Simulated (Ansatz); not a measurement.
System: cubic perovskite CsCdCl₃. Method: rVV10 in Ansatz (PAW).

Numerical settings: plane-wave cutoff 520 eV, 8×8×8 k mesh, Fermi–Dirac smearing 0.01 eV, scalar-relativistic PAW data made under PBE.

Response to compression and expansion:

| V (Å³/atom) | P (GPa) | direct gap at Γ (eV) | smallest gap on the k mesh (eV) |
|---|---|---|---|
| 27.561 | 2.56 | 2.449 | 1.805 |
| 28.147 | 1.60 | 2.351 | 1.765 |
| 28.734 | 0.75 | 2.257 | 1.725 |
| 29.320 | 0.00 | 2.167 | 1.684 |
| 29.906 | -0.67 | 2.079 | 1.643 |
| 30.493 | -1.27 | 1.994 | 1.603 |
| 31.079 | -1.79 | 1.912 | 1.562 |

The fundamental gap (1.68 eV at the equilibrium volume, with added k points) lies elsewhere than Γ–Γ.

Spin–orbit coupling is not included.

Ansatz is a program for electronic structure.
